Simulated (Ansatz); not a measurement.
An Ansatz (a quantum-chemistry and plane-wave program) run: Ti with a change (isotropic strain +1.00 %); PBE/PAW in Ansatz, scalar-relativistic without spin-orbit coupling.

Input:

Ansatz 0.2 input:
```yaml
crystal:
  lattice:
    - [2.9691785919, 0, 0]
    - [-1.484589296, 2.571384089, 0]
    - [0, 0, 4.7005431661]
  atoms:
    - { symbol: Ti, position: [0.6666666667, 0.3333333333, 0.75] }
    - { symbol: Ti, position: [0.3333333333, 0.6666666667, 0.25] }
basis: { ecutwfc: 420, ecutrho_ratio: 4, xc_grid: 2, fft_grid_basis: typed }
kpoints: { mp_grid: { grid: [23, 23, 13] } }
hamiltonian:
  xc: pbe
  dispersion: none
  pseudopotentials: { kind: paw }
scf: { occupations: { method: fermi_dirac, width: 0.1 }, convergence: { dr2_threshold: 0.0000000002 } }
relax: { f_tol: 0.005, max_steps: 50 }
output: { forces: true, stress: true }
checkpoint: { write: state.ck, write_every: 1000 }
```

Output:

```
Relaxation: its limit of steps is 50 (relax.max_steps)
WARN ansatz: RAYON_NUM_THREADS=1 ignored (pool sized by the plan → 1); use --threads N
Pseudopotentials: kind: paw
Pseudopotential: Ti, paw, valence charge 12
Functional definition: PBE
Crystal: 2 atoms, lattice volume = 35.888 Å³
Basis set: ecut = 420 eV, 687 PW (Γ), exchange–correlation on 40×40×64 points (8 copies of the dense FFT grid, shifted against one another)
Bands: 16, of which v1, the nominal top of the filled ones, is band 12 counted from 1 (11 counted from 0)
Symmetry: 24 space group operations
Space group: P63/mmc (ITA 194), of the structure as read, at distance tolerance 3.3e-5 Å
k-points: 392 of 6877
Initial density: superposition of atomic densities (neutral atoms: chi_scale 0, normalization atom), corrected by the library's trained network
Initial wavefunctions: pseudopotential atomic-orbital guess
Eigensolver: davidson
Functional: x = pbe(κ = 0.804, μ = 0.2195149727645171), c = pbe(β = 0.06672455060314922)
SCF iter   1: F=—  HF=-4999.359466 eV  |F-HF|=—  |Δ(HF+E_count)|=         —  Δρ=4.10e-3  dr2=2.75e-3  ethr=1.77e-3  ⟨swp⟩=4.4  Hψ=58461  notcnv=0
all-band conjugate gradients solve this SCF's bands
automatic band count: the SCF goes on with 20 bands, as 16 were too few: the levels above may hold too much charge
preconditioner: auto → none
SCF iter   2: F=—  HF=-4999.358879 eV  |F-HF|=—  |Δ(HF+E_count)|=   5.86e-4  Δρ=2.13e-3  dr2=8.82e-4  ethr=1.15e-5  ⟨swp⟩=1.0  Hψ=10976  notcnv=0
SCF iter   3: F=—  HF=-4999.359072 eV  |F-HF|=—  |Δ(HF+E_count)|=   1.92e-4  Δρ=2.59e-4  dr2=1.11e-5  ethr=3.67e-6  ⟨swp⟩=2.4  Hψ=10610  notcnv=0
SCF iter   4: F=—  HF=-4999.359109 eV  |F-HF|=—  |Δ(HF+E_count)|=   3.70e-5  Δρ=6.04e-5  dr2=9.40e-7  ethr=4.61e-8  ⟨swp⟩=2.8  Hψ=14100  notcnv=0
SCF iter   5: F=—  HF=-4999.359110 eV  |F-HF|=—  |Δ(HF+E_count)|=   1.69e-6  Δρ=5.35e-6  dr2=4.64e-9  ethr=3.92e-9  ⟨swp⟩=3.0  Hψ=14249  notcnv=0
SCF iter   6: F=-4999.359110 eV  HF=-4999.359110 eV  |F-HF|=4.55e-12  |Δ(HF+E_count)|=   3.78e-9  Δρ=4.61e-7  dr2=5.03e-11  ethr=1.00e-12  ⟨swp⟩=4.0  Hψ=24091  notcnv=0
SCF 1 converged in 6 iterations: F = -4999.359110 eV  dr2 = 5.03e-11
relax step   1: F+E_penalty+E_count = -4999.35911050 eV  Δ(F+E_penalty+E_count) = +0.000e0 eV  max|allowed force component| = 2.591e-16 eV/Å  Δτ_max = 0.0000 Å  (6 SCF iters, accepted)
the relaxation is at rest under the 24 symmetry operations that the run kept from its start: a minimum is not shown …
SCF converged after 6 iterations
Free energy (F): -4999.359110 eV
Harris-Foulkes:  -4999.359110 eV  (|F-HF|=4.55e-12)
Internal energy: -4999.279397 eV  (E = F + TS)
E sigma→0 (E₀):  -4999.319254 eV
Entropy (-TS):   -0.079713 eV (-39.857 meV/atom)
Fermi energy:    12.855476 eV
--- Per-component energies (eV) ---
  E_band       = -327.666302
  E_kinetic    = 543.087618
  E_local      = -1661.533269  (includes V_loc(G=0)·N_el)
  E_nonlocal   = 16.022944
  E_hartree    = 679.596721
  E_xc         = -194.376734
  E_vxc        = -243.115484  (∫ρ·V_xc dr)
  E_paw        = -2094.897137  (= ΣΔE_a)
  E_vpaw       = -341.321490  (= ΣTr[D̂ρ^β])
  E_aug_tail   = 0.000232  (compensation charges beyond the density's cutoff)
  E_ewald      = -2287.179772
  E_smearing   = -0.079713  (= −TS)
  E_closure    = 0.000000  (closes the sum)
  Σ components = -4999.359110   (vs F -4999.359110, Δ=0.00e0)
  [band-id]    e_kinetic+e_local+e_nonlocal+2·e_hartree+e_vxc+e_vpaw+e_augmentation_tail = -327.666008   (vs E_band -327.666302, Δ=2.95e-4)
--- Forces (eV/Å), atoms counted from 1 ---
  atom   1  Ti     0.00000000     0.00000000     0.00000000
  atom   2  Ti    -0.00000000    -0.00000000     0.00000000
  max |Σ_I F_I| component: 9.25e-17 eV/Å
--- Stress (GPa, compression-positive) ---
       -3.129930      -0.000000       0.000000
       -0.000000      -3.129930       0.000000
        0.000000       0.000000      -3.166193
  P = ⅓ Tr σ = -3.1420 GPa (-31.420 kbar)
  The stress holds the Pulay correction. Without it, at fixed plane waves, as pw.x and ABINIT print it: P = -3.1554 GPa
  The stress includes an estimate of the error left by incomplete SCF convergence (largest component -0.0004 GPa).
--- Band table ---
  band table: none
--- Relaxed structure (1 steps of the walk, 1 accepted, 0 SCFs on fresh bases) ---
  F+E_penalty+E_count = -4999.35911050 eV   max|allowed force component| = 2.591e-16 eV/Å
  atoms:
    - { symbol: Ti, position: [0.6666666666666667, 0.33333333333333337, 0.75] }
    - { symbol: Ti, position: [0.33333333333333337, 0.6666666666666667, 0.25] }
```

Stability against distortions was not tested. All final runs are without spin polarisation. The cell was made from Ti in the hcp (Mg type) structure (space group P6_3/mmc, No. 194) by this change: isotropic strain +1.00 %.
